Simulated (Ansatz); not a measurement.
The starting structures come from a database of crystals and need not be the phases stable at ambient conditions.

 Where the default PAW files enter, the runs use the earlier of Ansatz's two default sets.

Evanescent states of CuCl (R3m, not sure to be the ambient phase, 2 atoms a cell, 19.2 Å³ an atom, -2 GPa at this level) along the normal of (100)

All values below come from PBEsol (plane waves, PAW; Ansatz, a program for electronic structure).

The gap is the functional's own, uncorrected, and κ follows it; spin-orbit coupling is left out. Mid-gap values are interpolated between the computed energies.

Energies count from the valence-band top; κ is the least over a 8×4 mesh across the current.

```json
[
 {"E (eV)": "0.03", "κ (1/Å)": "0.040", "where": "Γ"},
 {"E (eV)": "0.07", "κ (1/Å)": "0.063", "where": "Γ"},
 {"E (eV)": "0.12", "κ (1/Å)": "…", "where": "Γ"},
 {"E (eV)": "0.17", "κ (1/Å)": "…", "where": "Γ"},
 {"E (eV)": "0.23", "κ (1/Å)": "…", "where": "Γ"},
 {"E (eV)": "0.28", "κ (1/Å)": "…", "where": "Γ"},
 {"E (eV)": "0.33", "κ (1/Å)": "…", "where": "Γ"},
 {"E (eV)": "0.38", "κ (1/Å)": "0.061", "where": "Γ"},
 {"E (eV)": "0.42", "κ (1/Å)": "0.043", "where": "Γ"}
]
```

Fill in the missing entries.


- 0.12, κ (1/Å): 0.075
- 0.17, κ (1/Å): 0.080
- 0.23, κ (1/Å): 0.081
- 0.28, κ (1/Å): 0.079
- 0.33, κ (1/Å): 0.072
